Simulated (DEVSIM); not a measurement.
System: isotype n-n heterojunction Al0.15Ga0.85As/GaAs, at 250 K.

Layer 1 from the left is Al0.15Ga0.85As, thickness (μm) 0.190, Nd (cm⁻³) 2.4e16, τn (s) 1.1e-9, τp (s) 1.1e-9. Layer 2 from the left is GaAs, thickness (μm) 0.160, Nd (cm⁻³) 2.2e16, τn (s) 1.1e-9, τp (s) 1.1e-9.

Left contact: ohmic. Right contact: ohmic. Voltage is applied to the left contact. Recombination: SRH at mid-gap. Mobility is constant in doping.

The device is made up for the run: typed textbook-type constants, with dimensions and the other settings drawn at random. Values at 300 K; Nc and Nv go as T^1.5, mobilities as T to minus their exponent, the gap by Varshni's rule with the affinity fixed.

Al0.15Ga0.85As: gap (eV) 1.611, affinity (eV) 3.9515, permittivity 12.47, Nc (cm⁻³) 5.6e17, Nv (cm⁻³) 9e18, μn (cm²/Vs) 5695, μp (cm²/Vs) 282, T exponent of μn 2.1, T exponent of μp 2.2, Varshni α (eV/K) 0.000541, Varshni β (K) 204. GaAs: gap (eV) 1.424, affinity (eV) 4.07, permittivity 12.9, Nc (cm⁻³) 4.7e17, Nv (cm⁻³) 9e18, μn (cm²/Vs) 8500, μp (cm²/Vs) 400, T exponent of μn 2.1, T exponent of μp 2.2, Varshni α (eV/K) 0.000541, Varshni β (K) 204.

DEVSIM, 1D drift-diffusion, Boltzmann statistics, complete ionisation; no tunnelling, impact ionisation, image-force lowering or self-heating. Band offsets follow the typed affinities; no thermionic-emission limit at abrupt steps, no polarisation charge.

### Question
What does the simulation give for the potential step across the device at zero bias?

### Answer
potential step across the device at zero bias 0.117 V.
